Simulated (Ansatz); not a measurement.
System: In-vacancy pair (In on one host Al site, one Al site vacant) in fcc Al (neutral cell). Calculation: PBE, PAW (plane waves to 420 eV; Ansatz, a quantum-chemistry and plane-wave program).

Cell of 32 host sites held at the relaxed PBE lattice; a 3×3×3 k-point mesh shifted by half a step; Fermi-Dirac width 0.10 eV, spin-restricted; finite-size errors left in. Static, classical nuclei. Forms of the defect that were not tried may lie lower.

Barriers: single points on a 5×5×5 k-point mesh shifted by half a step at the bands' geometries.

The step: In and the vacancy change places (In-vacancy distance between ideal sites 2.86 Å throughout); the atom moves 2.33 Å along (0.00, 0.41, 0.41) of the unit cell; the moving atom starts with neighbours 4 Al at 2.85, 2 Al at 2.95, 4 Al at 3.03, Al at 3.14 Å and ends with 4 Al at 2.85, 2 Al at 2.95, 4 Al at 3.03, Al at 3.14 Å.

Question: What migration barrier of this step does PBE, PAW give?

Answer: 238 meV, the same both ways. At the saddle the moving atom has neighbours 4 Al at 2.72, 3 Al at 3.19, Al at 3.20 Å. The program found a first-order saddle point.
